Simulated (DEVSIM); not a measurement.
Device: Schottky contact on p-type GaAs, at 350 K.

Layer 1 from the left is GaAs, thickness (μm) 0.920, Na (cm⁻³) 1.7e16, τn (s) 8.8e-8, τp (s) 8.8e-8.

Left contact: Schottky, work function 4.454 eV, emission velocity 2.5e6 cm/s. Right contact: ohmic. Voltage is applied to the left contact. Recombination: SRH at mid-gap, radiative. Mobility is constant in doping.

Constants are typed, rounded textbook-type inputs, not results; the design itself was drawn at random and stands for no fabricated device. Values at 300 K; Nc and Nv go as T^1.5, mobilities as T to minus their exponent, the gap by Varshni's rule with the affinity fixed.

GaAs: gap (eV) 1.424, affinity (eV) 4.07, permittivity 12.9, Nc (cm⁻³) 4.7e17, Nv (cm⁻³) 9e18, μn (cm²/Vs) 8500, μp (cm²/Vs) 400, T exponent of μn 2.1, T exponent of μp 2.2, B (cm³/s) 2e-10, Varshni α (eV/K) 0.000541, Varshni β (K) 204.

Simulated with DEVSIM: 1D drift-diffusion, Boltzmann statistics, complete ionisation; no tunnelling, impact ionisation, image-force lowering or self-heating. Metal contacts follow the ideal Schottky-Mott rule: no Fermi-level pinning, no interface dipoles.

Question: What does the simulation give for the largest field in the device at zero bias, the dark forward voltage at 100 A/cm², the dark forward voltage at 1 A/cm², the potential step across the device at zero bias?

Answer: largest field in the device at zero bias 61000 V/cm; dark forward voltage at 100 A/cm² 0.720 V; dark forward voltage at 1 A/cm² 0.562 V; potential step across the device at zero bias 0.821 V.
